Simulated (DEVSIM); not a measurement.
System: Ru/AlN/n-Ge capacitor, at 300 K.

```csv
layer (left to right),material,thickness (nm),Nd (cm⁻³)
1,AlN,14.0,-
2,Ge,16000,1.4e15
```

Metal gate on the left, work function 4.7 eV. Fixed charge at the semiconductor interface 3e11 cm⁻² (in units of +e); no interface traps.

This is a model device: material constants are rounded textbook-type values typed into the input, and sizes, dopings and lifetimes were drawn at random. Values at 300 K.

```csv
parameter,AlN,Ge
gap (eV),6.1,0.664
affinity (eV),1.9,4
permittivity,8.5,16
Nc (cm⁻³),-,1.04e19
Nv (cm⁻³),-,6e18
```

DEVSIM, 1D Poisson equation in equilibrium, Boltzmann statistics, complete ionisation; no quantum confinement or tunnelling. Metal contacts follow the ideal Schottky-Mott rule: no Fermi-level pinning, no interface dipoles.

Problem. Give the band bending (positive: bands bend down) and minority sheet density.

Solution. 
```tsv
Vg (V)	ψs (V)	minority carriers (cm⁻²)
-0.5	-0.429	1.4e12
-0.35	-0.411	9.9e11
-0.2	-0.385	5.7e11
-0.05	-0.342	2.1e11
0.1	-0.253	1.7e10
0.25	-0.116	6.5e8
0.4	0.016	5.0e8
0.55	0.110	4.9e8
0.7	0.159	4.9e8
0.85	0.187	4.9e8
1	0.207	4.9e8
1.15	0.221	4.9e8
```
